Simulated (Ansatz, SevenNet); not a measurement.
# CsCl-type CoGa: properties by level of theory

Reference values: lattice constant a 2.878 Å (measured, temperature not stated, copied from a table, unchecked, not corrected to a static lattice; as tabulated in Monatshefte fuer Chemie und verwandte Teile anderer Wissenschaften 123, 509 (1992)).

```
level (code)     equilibrium lattice constant a (Å)  formation enthalpy (eV/atom)
---------------  ----------------------------------  ----------------------------
SevenNet-l3i5                                 2.884                        -0.301
PBE (Ansatz)                                  2.882                        -0.255
PBEsol (Ansatz)                               2.840                        -0.332
PBE-D4 (Ansatz)                               2.847                        -0.360
r²SCAN (Ansatz)                               2.844                        -0.175
HSE06 (Ansatz)                                2.839                        -0.117
```

Machine-learned potentials (SevenNet-l3i5) are trained on DFT data: a solid inside that data is no test of them.

Caveats: exact exchange on metals is sensitive to the k mesh and can open a false gap (HSE06); the run warned that the count of filled bands differs between k points (HSE06). Ansatz's density-functional and Hartree–Fock values are scalar-relativistic unless marked +SOC, with PAW data made under PBE.

The crystal itself was run without spin with PBE, PBEsol, PBE-D4, r²SCAN, HSE06; a magnetic state was not tried in these runs.

The computed numbers hold no vibrational or temperature effects.

Ansatz is a quantum-chemistry and plane-wave program.
